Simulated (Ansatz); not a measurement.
Pb (Fm-3m), LDA, DFPT electron-phonon coupling, linearised Boltzmann equation (Ansatz, a first-principles code): Condition of this run: functional LDA. phonon-limited resistivity 11.2 μΩ·cm at 300 K, 14.9 μΩ·cm at 400 K, current-weighted mean free path 7.7 nm, Drude plasma energy 9.69 eV.

What Drude relaxation time do resistivity and plasma energy imply?

ω_p = 1.47e16 s⁻¹, so τ = 1/(ε₀ ω_p² ρ) = 4.65 fs, a damping ħ/τ of 141 meV.

Estimate the resistivity of a 80 nm square wire with diffuse walls from ρ ≈ ρ₀(1 + 3ℓ/4d).

1 + 0.75 × 7.7/80 = 1.07, so ρ ≈ 12.0 μΩ·cm and a line 1 μm long has 18.8 Ω. The formula is the free-electron limit for d well above ℓ; grain boundaries add to it.

What is the classical skin depth at 1 GHz (nonmagnetic, μ₀ = 1.257×10⁻⁶ H/m)?

δ = √(ρ/(π f μ₀)) = 5330 nm.

A metal at this level (no band gap). Only scattering by harmonic phonons is included (no impurities, grain boundaries, electron-electron scattering or thermal expansion). Spin-orbit coupling is left out, which matters with elements this heavy. The run warned that the eigensolver left some states short of its tolerance. Halving the electron mesh (28x28x28) moves the resistivity by up to 2 % at 300 K, the mean free path by up to 1 %. Smearing 0.20 eV; phonons on a 5x5x5 q mesh, which this run doesn't test.
